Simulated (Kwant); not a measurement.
Model system: quantum point contact (saddle potential) in a Ge (holes) two-dimensional gas. Effective mass 0.06 mₑ, grid spacing 3 nm, hard walls, nominal width 60 nm (19 grid rows, so walls 60 nm apart), one parabolic valley, scattering region 180 nm long along x; energies count from the band bottom; Fermi energy swept from 0.00087044 to 0.06968 eV. Potential (V0 + ½k y²) cos²(πx/L) for |x| < L/2, with V0 = 0.027 eV, k = 0.00029 eV/nm², L = 120 nm.

Constants are typed, rounded textbook-type inputs, not results; the design itself was drawn at random and stands for no fabricated device.

Computed with Kwant: effective-mass tight-binding model on a square grid, one spin, coherent transport at 0 K. Conductance is in e²/h.

Sweep values stay those of the base run.

The magnetic field was swept, all else fixed.

| magnetic field (T) | G (e²/h) at E = 17.82 meV | G (e²/h) at E = 51.73 meV | G (e²/h) at E = 34.78 meV |
|---|---|---|---|
| 0 | 4.4e-8 | 1.06 | 0.19 |
| 0.34 | 4.3e-8 | 1.06 | 0.19 |
| 0.69 | 4.1e-8 | 1.06 | 0.19 |
| 1.1 | 3.7e-8 | 1.06 | 0.18 |
| 1.7 | 2.9e-8 | 1.05 | 0.17 |
| 2.9 | 1.2e-8 | 1.03 | 0.14 |

From the first row to the last the G at E = 17.82 meV goes from 4.4e-8 to 1.2e-8. From the first row to the last the G at E = 51.73 meV goes from 1.06 to 1.03.
